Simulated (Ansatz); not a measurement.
Carrier properties of BAs under load (space group I-4m2)

Consider the following.

```yaml
crystal:
  lattice:
    - [0.00000, 2.36750, 2.47555]
    - [2.36750, 0.00000, 2.47555]
    - [2.36750, 2.36750, 0.00000]
  atoms:
    - { symbol: B, position: [0.00000, 0.00000, 0.00000] }
    - { symbol: As, position: [0.25000, 0.25000, 0.25000] }
```

Level of theory: r2SCAN with spin-orbit coupling, rigid bands (plane waves, PAW; Ansatz, a first-principles code). Condition of this run: uniaxial stress along [001] of -9.6 GPa (compression positive) (the target of the relaxation). How the cell was made: cell and atoms relaxed with PBEsol, then loaded as said.

band gap: 0.97 eV
electron conductivity mass (300 K, dilute): 0.36 (x), 0.36 (y), 0.22 (z) mₑ
hole conductivity mass (300 K, dilute): 0.30 (x), 0.30 (y), 0.23 (z) mₑ
effective density of states N_c (300 K): 2.3e19 cm⁻³
effective density of states N_v (300 K): 3.7e18 cm⁻³
density-of-states mass, electrons: 0.95 mₑ
density-of-states mass, holes: 0.28 mₑ
Seebeck coefficient, n-type 1e19 cm⁻³, 300 K: -286 μV/K
best n-type power factor at 300 K for τ = 10 fs (best axis; densities from 1e16 to 1e21 cm⁻³ tried, whether or not they can be reached): 15.9 μW/(cm·K²) at 1e20 cm⁻³
Seebeck coefficient, p-type 1e19 cm⁻³, 300 K: 194 μV/K
best p-type power factor at 300 K for τ = 10 fs (best axis; densities from 1e16 to 1e21 cm⁻³ tried, whether or not they can be reached): 6.4 μW/(cm·K²) at 1e20 cm⁻³

Rigid bands; masses and Seebeck coefficients take one relaxation time τ for all states and one kind of carrier; polarons and phonon drag are left out. Geometry: cell and atoms relaxed with PBEsol.
